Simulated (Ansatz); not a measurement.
**CoSn (P6/mmm, No. 191, 6 atoms in the cell; start mp-20536)**

Method: r²SCAN (plane waves, PAW; Ansatz, a program for electronic structure).

Settings: plane-wave cutoff 560 eV, 12×12×14 k mesh (along the axes of the cell as run), Fermi–Dirac smearing 0.05 eV, no spin polarisation, scalar-relativistic PAW data made under PBE.

Cell (relaxed at this level):

CoSn is modelled in the hexagonal space group P6/mmm (No. 191), Pearson symbol hP6. Lattice parameters: a = b = 5.242 Å, c = 4.187 Å, α = β = 90.00°, γ = 120.00°. Co on 3f is surrounded by 6 Sn at 2.583–2.621 Å and 4 Co at 2.621 Å. Sn1 on 2d has 6 Co at 2.583 Å and 3 Sn at 3.026 Å. Sn2 on 1a is surrounded by 6 Co at 2.621 Å. (Neighbours: up to the widest gap in distance over summed covalent radii, below 1.35, at either atom.)

- band gap: none
- bulk modulus B0: 143 GPa

Note: the relaxation could not lower the start's symmetry, so the cell can be a saddle point above a distorted one; the bulk modulus is −V dP/dV from two relaxed cells at ±2 % in volume.

Spin–orbit coupling is not included.

Computed values are for the static lattice.

Computing time: around 8 core-minutes (rough).

A start named mp-… is a Materials Project structure, which need not be a measured phase.
